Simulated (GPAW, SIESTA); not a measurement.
A GPAW input for a self-consistent single point of Sb (R-3m, 2 atoms in the cell) (DFT PBE, plane waves, GPAW PAW datasets PBE (gpaw-data 1.0.1)):

```python
from ase import Atoms
from ase.units import GPa
from gpaw import GPAW

atoms = Atoms(['Sb', 'Sb'],
              cell=[[3.814204, -2.077053, 0.000000],
                    [3.814204, 2.077053, 0.000000],
                    [2.683129, 0.000000, 3.415131]],
              scaled_positions=[[0.233500, 0.233500, 0.233500],
                                [0.766500, 0.766500, 0.766500]],
              pbc=True)

calc = GPAW(mode={'name': 'pw', 'ecut': 550},
            xc='PBE',
            kpts={'size': (8, 8, 8), 'gamma': True},
            occupations={'name': 'fermi-dirac', 'width': 0.1},
            nbands=-8,
            convergence={'density': 1e-05},
            symmetry={'symmorphic': False, 'tolerance': 0.0005},
            maxiter=120)

atoms.calc = calc

energy = atoms.get_potential_energy()
print('Energy (eV):', round(energy, 6))
forces = atoms.get_forces()
print('Forces (eV/Ang):')
print(forces.round(5))
stress = atoms.get_stress()
print('Stress (GPa, Voigt):', (stress / GPa).round(4))
```

Question: Translate this input to SIESTA.

Answer: One input that does it (others would too):

```
# files in the folder: Sb.psml (PseudoDojo PBE standard)
SystemName  Sb
SystemLabel Sb

NumberOfAtoms                2
NumberOfSpecies              1
%block ChemicalSpeciesLabel
  1 51 Sb
%endblock ChemicalSpeciesLabel
LatticeConstant              1.0 Ang
%block LatticeVectors
     3.814204000   -2.077053000    0.000000000
     3.814204000    2.077053000    0.000000000
     2.683129000    0.000000000    3.415131000
%endblock LatticeVectors
AtomicCoordinatesFormat      Fractional
%block AtomicCoordinatesAndAtomicSpecies
     0.233500000    0.233500000    0.233500000  1
     0.766500000    0.766500000    0.766500000  1
%endblock AtomicCoordinatesAndAtomicSpecies

XC.functional                GGA
XC.authors                   PBE
PAO.BasisSize                TZP
PAO.EnergyShift              0.01 Ry
MeshCutoff                   400 Ry
%block kgrid.MonkhorstPack
    8   0   0  0.0
    0   8   0  0.0
    0   0   8  0.0
%endblock kgrid.MonkhorstPack
OccupationFunction           FD
ElectronicTemperature        0.1 eV

MaxSCFIterations             150
SCF.Mixer.Method             Broyden
SCF.Mixer.Weight             0.2
SCF.Mixer.History            8
SCF.DM.Tolerance             1.0E-04
Diag.ParallelOverK           true
WriteForces                  true
```

Basis, cutoffs, solver keys and any potentials are the target program's own. This input uses DFT, GGA PBE, numerical atomic orbitals TZP, PseudoDojo PBE standard norm-conserving potentials (rewritten from UPF to PSML).

The starting cell has typed, rounded lattice constants, without a prior relaxation at this level. Its lattice was rescaled by a random factor within 2.5 % of one. For this run, on top of that: lattice scaled by 0.98.
